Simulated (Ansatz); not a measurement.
# LuNi (Pnma, No. 62; cell taken from a computed entry)

Level of theory: LDA (PAW; Ansatz, an electronic-structure program).

Numerical settings: plane-wave cutoff 500 eV, 8×14×10 k mesh (along the axes of the cell as run), Fermi–Dirac smearing 0.1 eV, no spin polarisation, scalar-relativistic PAW data made under PBE.

Cell: relaxed at this level.

```json
{
  "equilibrium_volume_per_atom": "17.17 Å³/atom",
  "band_gap": "none"
}
```

Note: the relaxation could not lower the start's symmetry, so the cell can be a saddle point above a distorted one.

Spin–orbit coupling is not included.

The result took about 40 core-minutes (a rough figure).
